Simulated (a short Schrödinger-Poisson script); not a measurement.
From a short Schrödinger-Poisson script (our own, NumPy): 1D Poisson equation in equilibrium, electrons quantum, Hartree (BenDaniel-Duke, 40 states a valley, the channel's in-plane mass for all, wave functions free to enter the barrier), parabolic valleys, classical holes, donors ionised by Fermi statistics, acceptors fully, no traps, pinning or gate leakage.

Stack: gated In0.52Al0.48As/In0.53Ga0.47As modulation-doped gas in a quantum well, at 77 K.

From the gate side: 8 nm In0.52Al0.48As; 30 nm In0.52Al0.48As, donors 2.2e18 cm⁻³; 5 nm In0.52Al0.48As; 8 nm In0.53Ga0.47As; 4000 nm In0.52Al0.48As, acceptors 2e14 cm⁻³.

Constants are typed, rounded textbook-type inputs, not results; the design itself was drawn at random and stands for no fabricated device. In0.52Al0.48As: permittivity 12.5, conduction-band edge (eV) 0.52, gap (eV) 1.45, electron mass (mₑ) 0.075, Nv at 300 K (cm⁻³) 1.1e19. In0.53Ga0.47As: permittivity 13.9, conduction-band edge (eV) 0, gap (eV) 0.74, Nv at 300 K (cm⁻³) 7.7e18.

Channel valleys (confinement mass, in-plane density-of-states mass, number): Γ 0.041, 0.041, 1. At the gate the conduction-band edge of layer 1 lies 0.65 eV − eVg above the Fermi level of the channel; the field vanishes at the back. Donor level 0.05 eV below the band edge. The barrier under the gate holds no holes. Gaps are held at their typed values at every temperature. Mesh 0.08 nm at interfaces.

Problem. Give the centroid of the channel electrons at Vg = 0.4 V (nm); the sheet density of all electrons at Vg = -1.1 V (cm⁻²); the sheet density of all electrons at Vg = 0.4 V (cm⁻²).

Solution. centroid of the channel electrons at Vg = 0.4 V (nm): 3.60; sheet density of all electrons at Vg = -1.1 V (cm⁻²): 1.21e12; sheet density of all electrons at Vg = 0.4 V (cm⁻²): 1.74e12.
